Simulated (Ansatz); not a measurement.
free sheet of monolayer 1T PtSe2: Pt16Se32, 3 atomic planes, area 195 Å², cell height 15.6 Å with vacuum; both faces free, started from the relaxed sheet, in-plane cell fixed at 1.000 times the relaxed lattice. These are PBE, large-core Se (plane waves, PAW; Ansatz, a quantum-chemistry and plane-wave program) values and carry that method's errors. Mean temperature 302 K, 12.0 ps sampled after 5.3 ps of Langevin dynamics; k-points: Γ only; no spin polarisation or spin-orbit coupling.

A denser in-plane k-mesh moves the forces of one frame by 0.03 eV/Å rms. Bonds are counted up to Pt-Se 2.96 Å; heights count from the centre of mass.

Q: What happens at the sheet: give the outer plane spacing; normal motion of the outer planes over that of the middle; in-plane diffusion; coordination in the top plane; mean vibrational (phonon) frequency.

A: 
- outer plane spacing: 1.32 Å against 1.31 Å at the start (+1 %)
- normal motion of the outer planes over that of the middle: 1.0
- in-plane diffusion: none seen within 12.0 ps
- coordination in the top plane: 3-fold 100 %
- mean vibrational (phonon) frequency: 4.8 THz
